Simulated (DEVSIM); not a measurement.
System: GaAs n-i-p diode, at 300 K.

```csv
layer (left to right),material,thickness (μm),Nd (cm⁻³),Na (cm⁻³),τn (s),τp (s)
1,GaAs,1.20,1.3e17,-,1e-9,1e-9
2,GaAs,46.0,-,5.9e13,1e-9,1e-9
3,GaAs,0.400,-,5.2e17,1e-9,1e-9
```

Left contact: ohmic. Right contact: ohmic. Voltage is applied to the left contact. Recombination: SRH at mid-gap, radiative. Mobility is constant in doping.

The device is made up for the run: typed textbook-type constants, with dimensions and the other settings drawn at random. Values at 300 K.

| parameter | GaAs |
|---|---|
| gap (eV) | 1.424 |
| affinity (eV) | 4.07 |
| permittivity | 12.9 |
| Nc (cm⁻³) | 4.7e17 |
| Nv (cm⁻³) | 9e18 |
| μn (cm²/Vs) | 8500 |
| μp (cm²/Vs) | 400 |
| B (cm³/s) | 2e-10 |

Model (solved in DEVSIM): 1D drift-diffusion, Boltzmann statistics, complete ionisation; no tunnelling, impact ionisation, image-force lowering or self-heating.

The doping Na of layer 3 was swept, all else fixed.

```csv
doping Na of layer 3 (cm^-3),potential step across the device at zero bias (V)
1.6e16,1.227
5.2e16,1.258
1.6e17,1.287
5.2e17,1.317
1.6e18,1.346
```

From the first row to the last the potential step across the device at zero bias goes from 1.227 to 1.346.
